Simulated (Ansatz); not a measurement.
The reference is C in the graphite type structure (space group P6_3/mmc, No. 194; a = 2.458 Å, c = 6.563 Å; layered, stacked along the Cartesian z axis).

The values are results of PBEsol-D3(BJ), PAW, 420 eV (Ansatz, an electronic-structure program; no SOC), not measurements.

One change was made to it. Results:

The c/a ratio drops by 0.084 (2.670 → 2.586); the shortest interatomic distance hardly moves (1.419 Å against 1.418 Å).

Question: Which of these changes matches the shifts?
(A) pressure 0.3 GPa
(B) pressure 1.5 GPa
(C) pressure 0.7 GPa
(D) pressure 3 GPa

Answer: B, pressure 1.5 GPa. For comparison, the c/a ratio in the other runs: pressure 0.7 GPa gives 2.626; pressure 0.3 GPa gives 2.651; pressure 3 GPa gives 2.528.

A case with no gap was solved on a k-mesh chosen for an insulator, which is coarse for it. Load acts through the strain it causes; cell and atoms are relaxed under it. No phonon test of stability was made.
